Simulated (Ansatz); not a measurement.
**MgTe (P6₃/mmc, No. 194, 4 atoms in the cell; start mp-1017510; a measured phase of this formula has another space group)**

These are HSE06+SOC (plane waves, PAW; Ansatz, an electronic-structure program) values and carry that method's errors.

Settings: plane-wave cutoff 460 eV, 9×9×4 k mesh (along the axes of the cell as run), Fermi–Dirac smearing 0.01 eV, PAW data made under PBE.

Cell (relaxed with PBEsol):

```yaml
crystal:
  lattice:
    - [4.17856, 0.00000, 0.00000]
    - [-2.08928, 3.61874, 0.00000]
    - [0.00000, 0.00000, 6.81596]
  atoms:
    - { symbol: Mg, position: [0.00000, 0.00000, 0.50000] }
    - { symbol: Mg, position: [0.00000, 0.00000, 0.00000] }
    - { symbol: Te, position: [0.33333, 0.66667, 0.25000] }
    - { symbol: Te, position: [0.66667, 0.33333, 0.75000] }
```

```
Item                            Value
--------  ---------------------------
band gap  1.24 eV (on the SCF k mesh)
```

Note: cell and atoms aren't relaxed at this level (pressure 0.7 GPa).

A start named mp-… is a Materials Project structure, which need not be a measured phase.
